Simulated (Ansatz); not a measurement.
Consider this model of amorphous Ge₄₄H₆.

```
Ge22H3
1.0
   10.66051     0.49516     0.67971
    0.49516    10.58321     0.39266
    0.67971     0.39266     9.69380
Ge H
44 6
Cartesian
  6.62385  10.36206   6.21427
  6.40835   6.95077   8.14654
  2.06276   2.15241   4.80754
  0.67286   3.41564   3.10771
  1.20601   6.57911   0.43049
  7.97946   3.30674   6.37696
  3.09295   3.08761   0.56007
  8.61016  10.40433   9.08041
  4.69640   1.34746   1.61512
  6.70446   8.64533   3.33368
  0.88362   0.23381   2.11874
 11.10865   5.48131   7.54051
  0.53558   2.39538   0.80088
  4.62739   0.64321   7.67400
  9.25382   1.95446   8.09783
  6.73694   2.51255   2.46863
  1.67458   7.37134   4.29519
  3.11404   8.67812   2.60440
  3.85937   3.79143   5.55611
  6.33612   6.35389   5.16118
  1.73812   5.58932   2.60610
  9.93245   8.49144   5.38453
  3.27434   0.38571   3.42446
  4.00315   7.72514   7.25905
 10.53771   6.98238   9.43229
  5.55808   7.41567   1.00351
  8.18909   8.66431   7.29799
  7.54244   1.51165   4.65189
  4.65636   3.17026   7.91144
 10.31955  10.92712   5.05725
  5.51569   4.40975   3.68148
  2.64003   5.95187   6.08274
  0.54914   0.53488   6.08561
  4.85099   8.90370   5.11096
  8.87179   3.71375  10.06469
  6.29158  10.39635  10.12061
  6.84488   4.35443   8.38180
  9.43723   9.87470   1.38051
  9.65731   4.84348   5.44758
  2.88577   9.98883   7.90321
  1.22433   9.10189   0.48932
  8.62662   6.82391   3.97456
  4.06548   5.21840   1.76942
  7.99687   6.47686   1.48327
  0.77023   3.59455   7.51278
 10.49138   8.38707   8.75293
  3.15365   6.70344   9.19122
  8.59797   0.58269   1.79618
  7.67473   4.90315   1.49682
  9.12434   8.73377   2.41889
```

These are PBE, scalar-relativistic without spin-orbit coupling (plane waves to 420 eV, PAW; Ansatz, an electronic-structure program) values and carry that method's errors. Neutral PBE cell, which sets geometry, pressure and energy: sampling: a 2×2×2 Γ-centred mesh; Fermi-Dirac width 0.05 eV; no spin polarisation.

Preparation: random packing, a CHGNet melt and quench, and a DFT relaxation. The hot cell started wider than the set density and was brought back towards it in steps. It is the lowest in DFT energy of 3 quenches. It is a model cell: composition and starting density were chosen by hand, and all elements were melted together. No dispersion term was used. Its density started from a set value of 4.90 and ended at 4.90 g/cm³. The quench (nominally 550 K/ps over its main leg) was far faster than any real one, so the model tends to hold more defects than a real film. Values belong to this one cell and scatter from quench to quench. The volume was held where the preparation left it and the shape relaxed.

Q: Give the pressure, the energy against reference phases and the spacing of the highest filled and lowest empty levels.

A: 
| Item | Value |
|---|---|
| Pressure on a 2×2×2 Γ-centred mesh | -9.0 kbar |
| Largest force and stress component on that mesh (the relaxation ran on one k-point at (1/4, 1/4, 1/4)) | 0.33 eV/Å and 1.1 GPa |
| Energy relative to germanium + H2 gas (lowest mix at this level among the phases computed, not always the ambient ones) | 0.229 eV/atom |
| Gap on a 2×2×2 Γ-centred mesh (PBE) | within the smearing (under twice its width) |

Q: At PBE and the zone centre, how localised are the states just below and above the Fermi level (participation number: the atoms over which a state spreads)?

A: The highest filled state is spread over 34.4 atoms' worth, largest on Ge10, with weights by element (charge in smoothed Voronoi cells) Ge 0.93, H 0.07. The lowest empty state is spread over 27.6 atoms' worth, largest on Ge10, with weights by element (charge in smoothed Voronoi cells) Ge 0.95, H 0.05.

The levels at the Fermi energy are partly filled. A closed spacing in one fast-quenched cell at PBE doesn't show the material to be a metal.

Bonds are counted up to Ge-Ge 2.85 Å, Ge-H 1.80 Å, H-H 0.90 Å.

A PBE run started with 1 μB on atoms that lack a bond or may hold spare charge lost its moments; other starts weren't tried.
